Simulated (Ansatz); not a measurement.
# Sn, element substitutions

Start from Sn (space group I4_1/amd, No. 141; a = 5.8862 Å, c = 3.1837 Å).

Each row replaces one element on all its sites; cell and atoms are relaxed.

The values are results of r2SCAN, PAW, 500 eV (Ansatz, a first-principles code; without spin-orbit coupling), not measurements.

```json
[
 {"case": "base", "c/a ratio": "0.541", "shortest interatomic distance": "3.049 Å"},
 {"case": "Sn → Ge", "c/a ratio": "0.552", "shortest interatomic distance": "2.662 Å"},
 {"case": "Sn → Pb", "c/a ratio": "0.537", "shortest interatomic distance": "3.215 Å"},
 {"case": "Sn → Si", "c/a ratio": "0.554", "shortest interatomic distance": "2.486 Å"},
 {"case": "Sn → Ga", "c/a ratio": "0.515", "shortest interatomic distance": "2.707 Å"}
]
```

Stability against distortions was not tested. As relaxed here, Pb and Ga are hypothetical phases, not in the database extracts checked. For Ge and Si in this form, whether it has been made was not checked. This is not the structure that Ge has at room temperature and ambient pressure. This is not the structure that Si has at room temperature and ambient pressure.
